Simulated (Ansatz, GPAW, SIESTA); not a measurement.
GaPPt5 (P1, 7 atoms in the cell) computed with different codes at matched settings

Self-consistent single point, at a second geometry (atoms moved at random). First geometry:

```xyz
7
Lattice="3.8487 0.0000 0.0000 0.0000 3.8487 0.0000 0.0000 0.0000 6.7634" Properties=species:S:1:pos:R:3 pbc="T T T"
Ga     1.9243     1.9243     0.0000
P      0.0000     0.0000     3.3817
Pt     0.0000     1.9243     1.9609
Pt     0.0000     1.9243     4.8026
Pt     1.9243     0.0000     1.9609
Pt     1.9243     0.0000     4.8026
Pt     0.0000     0.0000     0.0000
```

Second geometry:
```yaml
crystal:
  lattice:
    - [3.84868, 0.00000, 0.00000]
    - [0.00000, 3.84868, 0.00000]
    - [0.00000, 0.00000, 6.76343]
  atoms:
    - { symbol: Ga, position: [0.50335, 0.49363, 0.00425] }
    - { symbol: P, position: [0.01644, 0.01738, 0.49028] }
    - { symbol: Pt, position: [0.99062, 0.49455, 0.29170] }
    - { symbol: Pt, position: [0.00981, 0.50042, 0.70954] }
    - { symbol: Pt, position: [0.49992, 0.99834, 0.29157] }
    - { symbol: Pt, position: [0.50003, 0.00171, 0.71448] }
    - { symbol: Pt, position: [0.97984, 0.99399, 0.99819] }
```

Shared settings, as Ansatz (a quantum-chemistry and plane-wave program) writes them: kpoints.mp_grid.grid = 7 7 4; scf.occupations.method = gaussian; scf.occupations.width = 0.1 eV. Potentials and cutoffs stand in the table.

```tsv
code	model	ΔF from the first geometry (meV/atom)	pressure (GPa)	largest force (eV/Å)	cutoff
GPAW	PBEsol, GPAW PAW datasets PBEsol (made by gpaw-setup)	23.2	11.72	1.770	550 eV
Ansatz	PBEsol, PAW files made with PBE	22.8	11.39	1.730	420 eV
SIESTA	GGA PBEsol, numerical atomic orbitals DZP, PseudoDojo PBEsol standard norm-conserving potentials (rewritten from UPF to PSML)	26.5	15.20	1.951	grid 350 Ry
```

Size of the force on each atom (eV/Å): Sizes of forces hide their directions.

```csv
code,Ga1,P2,Pt3,Pt4,Pt5,Pt6,Pt7
GPAW,0.373,1.770,1.093,0.479,0.425,0.580,0.757
Ansatz,0.361,1.730,1.051,0.486,0.391,0.621,0.747
SIESTA,0.447,1.951,1.251,0.551,0.511,0.672,0.942
```

On Ansatz's run: spin-orbit coupling is off. Spin polarisation is off.

The spread over the programs that give each value: ΔF from the first geometry within 3.7 meV/atom; pressure within 3.81 GPa; largest force within 0.221 eV/Å.

SIESTA uses small atom-centred bases, whose incompleteness enters pressures, forces and empty levels differently from a plane-wave cutoff. Ansatz's pressure is given at a fixed set of plane waves, as the other plane-wave codes print theirs; with its correction for the finite basis it is 11.47 GPa. In the pressure, SIESTA (by 3.64) lies more than 1 GPa from the median of the plane-wave programs. In the force vectors, SIESTA (by 0.203) lies more than 0.08 eV/Å from the median of the plane-wave programs.

The starting cell comes from a database of computed structures (which also holds hypothetical and non-ambient phases and stackings), without a prior relaxation at this level. Its lattice was rescaled by a random factor within 2.5 % of one. For this run, on top of that: atoms moved at random.

Left out of this page: CP2K (unsound by tests on forces, stress, charge or solver warnings).

Keys are those of Ansatz 0.2.
